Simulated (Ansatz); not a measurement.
The structure below was relaxed with Ansatz (a quantum-chemistry and plane-wave program), PBE, PAW, cutoff 420 eV, no SOC, at pressure 30 GPa.

```
CELL_PARAMETERS angstrom
      0.00000     2.69055     2.69055
      2.69055     0.00000     2.69055
      2.69055     2.69055     0.00000
ATOMIC_POSITIONS crystal
  Cd 0.00000 0.00000 0.00000
  S  0.25000 0.25000 0.25000
```

Task: Find the space group and the Wyckoff positions.

Result: Space group F-43m (No. 216); a = b = c = 5.381 Å, α = β = γ = 90.00°

```tsv
atom	site	symmetry	x	y	z
Cd	4a	-43m	0.0000	0.0000	0.0000
S	4d	-43m	0.7500	0.7500	0.7500
```

Task: Describe the coordination.

Result: The crystal has 8 atoms in its conventional cell. Conventional cell: a = 5.381 Å, b = 5.381 Å, c = 5.381 Å, α = 90.00°, β = 90.00°, γ = 90.00°. Cd is surrounded by 4 S at 2.330 Å (tetrahedral). S is coordinated by 4 Cd at 2.330 Å (tetrahedral). (Neighbours: up to the widest gap in distance over summed covalent radii, below 1.35, at either atom; cation-cation and far metal-metal contacts left out.)

Load acts through the strain it causes; cell and atoms are relaxed under it. Stability against distortions was not tested. Tetrahedral semiconductors of this kind turn to denser phases somewhere between about 1 and 50 GPa; those were not computed, so compressed cells here can lie past the real transition. The cell was made from CdS in the zinc blende structure (space group F-43m, No. 216) by this change: pressure 30 GPa.
